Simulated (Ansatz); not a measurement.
**A computed series for HfRu: response to strain**

Take HfRu in the CsCl type structure (space group Pm-3m, No. 221; a = 3.209 Å; relaxed with 0.1 eV smearing) as the base. Axes: x, y, z lie along the cube axes.

Strains are applied to the cell and any free atomic positions relax.

All numbers come from Ansatz (an electronic-structure program), PBEsol, PAW, cutoff 420 eV, without spin-orbit coupling.

Notes on the quantities. energy relative to the base: free energy F.

| change | pressure | volume per atom | energy relative to the base | space group |
|---|---|---|---|---|
| base | 0.0 GPa | 16.52 Å³ | 0 meV/atom | Pm-3m (No. 221) |
| isotropic strain −1.74 % | 12.5 GPa | 15.67 Å³ | +32 meV/atom | Pm-3m (No. 221) |
| isotropic strain −1.37 % | 9.6 GPa | 15.85 Å³ | +19 meV/atom | Pm-3m (No. 221) |
| uniaxial strain ε_xx = −2.45 % | 5.6 GPa | 16.11 Å³ | … | P4/mmm (No. 123) |
| uniaxial strain ε_zz = −1.23 % | … | 16.32 Å³ | +3.2 meV/atom | P4/mmm (No. 123) |
| uniaxial strain ε_zz = +0.97 % | -2.0 GPa | 16.68 Å³ | … | P4/mmm (No. 123) |
| tensor shear ε_xy = −0.46 % | 0.0 GPa | 16.52 Å³ | +0.4 meV/atom | Cmmm (No. 65) |

Q: What belongs in the blanks?

A: 
- uniaxial strain ε_xx = −2.45 %, energy relative to the base: +13 meV/atom
- uniaxial strain ε_zz = −1.23 %, pressure: 2.7 GPa
- uniaxial strain ε_zz = +0.97 %, energy relative to the base: +1.9 meV/atom

No phonon test of stability was made. All final runs are without spin polarisation.
